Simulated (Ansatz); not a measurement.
Defect: interstitial Li in ferroelectric LiNbO3, charge state +1. The step: several atoms move together, Li the farthest; the atom moves 3.09 Å along (-0.33, 0.34, -0.05) of the unit cell; the moving atom starts with neighbours 2 O at 2.07, O at 2.11, 2 O at 2.27, O at 2.32 Å and ends with Li at 2.10; Nb at 2.49; 3 O at 2.05, 3 O at 2.14 Å. A PBE band in Ansatz (plane-wave PAW, the Γ point alone, 120 host sites, 108 SCF runs with any check of the saddle's order, static, no finite-size correction) gives a forward barrier of 0.97 eV. The saddle point's order was not checked. The charge state is imposed; whether it is stable for some Fermi level was not computed. Sites that were not tried may lie lower.

Single points at the band's start and saddle point can refine it. Rough cost of one point, in units of the band's mean SCF on the same machine:

```
Level                                                     Cost of one point
--------------------------------------------------------  -----------------
PBE, a 2×2×2 k-point mesh shifted by half a step along c            about 9
r2SCAN at 500 eV, the Γ point alone                                 about 3
```

Problem. Which of these move the barrier by more than 0.1 eV, and how far does each move it?

Solution. Not one does. PBE, a 2×2×2 k-point mesh shifted by half a step along c: +0.01 eV; r2SCAN at 500 eV, the Γ point alone: +0.01 eV. Each functional is compared with PBE at the same k-points.

Ansatz is a quantum-chemistry and plane-wave program.
